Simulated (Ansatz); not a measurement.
Results of rVV10 (plane waves, PAW; Ansatz, a first-principles code) for AlCl3 (C2/m, No. 12).

Numerical settings: plane-wave cutoff 520 eV, 8×8×6 k mesh (along the axes of the cell as run), Fermi–Dirac smearing 0.01 eV, scalar-relativistic PAW data made under PBE.

Properties against volume:

Shape and atoms are relaxed at each volume.

```tsv
V (Å³/atom)	P (GPa)	direct gap at Γ (eV)	smallest gap on the k mesh (eV)
21.521	1.03	5.087	4.737
21.969	0.47	5.071	4.780
22.417	0.00	5.064	4.823
22.866	-0.38	5.064	4.865
23.314	-0.67	5.071	4.886
```

The fundamental gap (4.82 eV at the equilibrium volume, with added k points) lies elsewhere than Γ–Γ.

Note: the bulk modulus comes from volumes at which shape and atoms were relaxed.
